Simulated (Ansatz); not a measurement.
CsPbBr3: energy against volume

CsPbBr3 (cubic perovskite, Pm-3m, 38.424 Å³/atom and stress up to 0.01 GPa in the relaxed cell, cube axes along x, y and z) under an equal strain ε along all three axes. LDA in Ansatz, a plane-wave DFT program (PAW, default set), 420 eV, 6×6×6 Γ-centred mesh, Fermi-Dirac smearing 0.05 eV; ions are relaxed, or left where forces stay under 0.02 eV/Å, within the symmetry of each cell. Against the start cell, which lies near the measured one, the relaxed cell differs by -5.0 % in volume; the values below rest on it.

Here V stands for volume and E for E less E0.

```csv
volume (Å³/atom),E less E0 (meV/atom),pressure (GPa)
36.3866,9.53,1.58
37.0577,4.14,1.00
37.7369,1.01,0.48
38.4244,0.00,0.00
39.1202,0.96,-0.44
39.8244,3.78,-0.84
40.5369,8.31,-1.20
41.9874,?,?
```

Task: Using the third-order Birch-Murnaghan form, a cubic in V^(-2/3), estimate the missing E at V = 41.9874 from the other rows, showing the fit.

Result: With u = V^(-2/3) - 0.0879, the rows have u = 0.0031694, 0.0020665, 0.0009838, -0.0000796, -0.0011241, -0.0021501, -0.0031578. Least squares gives E = 0.005 + 142.9·u + 890744·u² + 3946412·u³. Residuals (row less fit): -0.001, 0.001, -0.001, 0.001, -0.004, 0.004, -0.002; standard error 0.004 (degrees of freedom: 3). Its minimum lies at u = -0.0000803, so V0 = (0.0878197)^(-3/2) = 38.42. There d²E/du² = 1780000 and d³E/du³ = 2.368e7, so B0 = (4/9) × 38.42^(-7/3) × 1780000 × 0.160218 = 25.4 GPa (the last factor turns the table's units into GPa), and B0' = 4 + (2/3) × 0.0878197 × (2.368e7)/1780000 = 4.8. B0' rests on the cubic coefficient alone and has a standard error of 0.1 from these residuals. At the withheld row, u = -0.0051209, so E = 0.005 + 142.9 × (-0.0051209) + 890744 × (-0.0051209)² + 3946412 × (-0.0051209)³ = 22.102 meV/atom. The calculation gives 22.09 meV/atom, 0.012 meV/atom below the prediction (0.1 % of the range of E in the table). The row lies outside the fitted rows, so this is an extrapolation. The scatter of the fitted rows lies at the last printed digit.

The primitive cell can neither tilt nor turn polar against its symmetry, as such crystals can under strain. Spin-orbit coupling is left out, which can shift these values for the heavy elements here. Other structures, which can take over under pressure, weren't tried. The same form fitted to the pressure column gives B0' = 4.8; series where the two differ by over 0.4 aren't shown. CsPbBr3 is here the ideal cubic form; the compound distorts at low or room temperature. Rows are the converged runs of the series near zero and its far end, less any whose ions stayed unrelaxed beside relaxed ones; series whose fitted rows scatter by over a few per cent of the range, as at a crossing or softening among them, aren't shown in this form.
